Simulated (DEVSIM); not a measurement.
# illuminated GaSb p-on-n cell, one wavelength

Structure: illuminated GaSb p-on-n cell, one wavelength, at 300 K.

| layer (left to right) | material | thickness (μm) | Nd (cm⁻³) | Na (cm⁻³) | τn (s) | τp (s) | absorption coefficient (cm⁻¹) |
|---|---|---|---|---|---|---|---|
| 1 | GaSb | 0.120 | - | 7.6e17 | 4.5e-10 | 4.3e-10 | 78000 |
| 2 | GaSb | 0.630 | 2.3e16 | - | 1.5e-9 | 1.5e-9 | 78000 |

Left contact: ohmic, minority electron recombination velocity 50 cm/s. Right contact: ohmic, minority hole recombination velocity 100 cm/s. Voltage is applied to the left contact. Recombination: SRH at mid-gap, radiative. Light enters at the left, 1.2e18 photons cm⁻² s⁻¹, one pass, no reflection. Mobility is μmin + (μ − μmin)/(1 + (N/Nref)^α).

This is a model device: material constants are rounded textbook-type values typed into the input, and sizes, dopings and lifetimes were drawn at random. Values at 300 K.

```csv
parameter,GaSb
gap (eV),0.726
affinity (eV),4.06
permittivity,15.7
Nc (cm⁻³),2.1e17
Nv (cm⁻³),1.8e19
μn (cm²/Vs),5000
μp (cm²/Vs),850
"μn,min",1000
"μp,min",190
"Nref,n",2.8e17
"Nref,p",9e17
αn,1.05
αp,0.65
B (cm³/s),1e-10
```

DEVSIM, 1D drift-diffusion, Boltzmann statistics, complete ionisation; no tunnelling, impact ionisation, image-force lowering or self-heating.

```
Item                                                       Value
---------------------------------------------------  -----------
Potential step across the device at zero bias            0.587 V
Largest field in the device at zero bias              61000 V/cm
Dark forward voltage at 1 A/cm²                          0.356 V
Dark forward voltage at 100 A/cm²                        0.511 V
Short-circuit current                                 191 mA/cm²
Open-circuit voltage                                     0.301 V
Fill factor                                                 0.64
Largest power                                        37.0 mW/cm²
Share of generated pairs collected at short circuit        0.994
```

Current under light (generator sign):

```json
[
 {"V (V)": "0.00", "J (mA/cm²)": "191"},
 {"V (V)": "0.02", "J (mA/cm²)": "190"},
 {"V (V)": "0.06", "J (mA/cm²)": "190"},
 {"V (V)": "0.08", "J (mA/cm²)": "190"},
 {"V (V)": "0.12", "J (mA/cm²)": "188"},
 {"V (V)": "0.16", "J (mA/cm²)": "185"},
 {"V (V)": "0.18", "J (mA/cm²)": "181"},
 {"V (V)": "0.20", "J (mA/cm²)": "176"},
 {"V (V)": "0.22", "J (mA/cm²)": "167"},
 {"V (V)": "0.24", "J (mA/cm²)": "153"},
 {"V (V)": "0.26", "J (mA/cm²)": "128"},
 {"V (V)": "0.28", "J (mA/cm²)": "84.3"},
 {"V (V)": "0.30", "J (mA/cm²)": "5.89"},
 {"V (V)": "0.32", "J (mA/cm²)": "-139"}
]
```

Small-signal capacitance in reverse bias (quasi-static):

| V (V) | C (nF/cm²) |
|---|---|
| -0.04 | 66.6 |
| -0.1 | 63.2 |
| -0.2 | 58.6 |
| -0.3 | 54.9 |
| -0.4 | 51.8 |
| -0.6 | 46.9 |
| -0.8 | 43.2 |
| -1 | 40.3 |
| -1.3 | 36.8 |
